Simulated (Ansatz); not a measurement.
Relaxation of the outer planes of the (110) surface of fcc Al in its 1x1 cell, outermost plane spacing 1.43 Å in the ideal cut.

Method: PBE (plane waves to 420 eV, PAW; Ansatz, a first-principles code).

Slab: 10 atoms, 12.9 Å thick at the start; k 13x9x1, smearing 0.1 eV, dipole-corrected; all atoms relaxed; start symmetry kept, larger cells not searched; no spin, no spin-orbit, no U.

```json
[
 {"plane": "1", "atoms": "Al", "bulk spacing to the next (Å)": "1.429", "relaxed spacing (Å)": "…", "change (%)": "…", "rumpling (Å)": "0.00"},
 {"plane": "2", "atoms": "Al", "bulk spacing to the next (Å)": "1.429", "relaxed spacing (Å)": "1.475", "change (%)": "3.2", "rumpling (Å)": "0.00"}
]
```

Q: Some entries are withheld; supply them.

A: 
- 1, relaxed spacing (Å): 1.323
- 1, change (%): -7.4
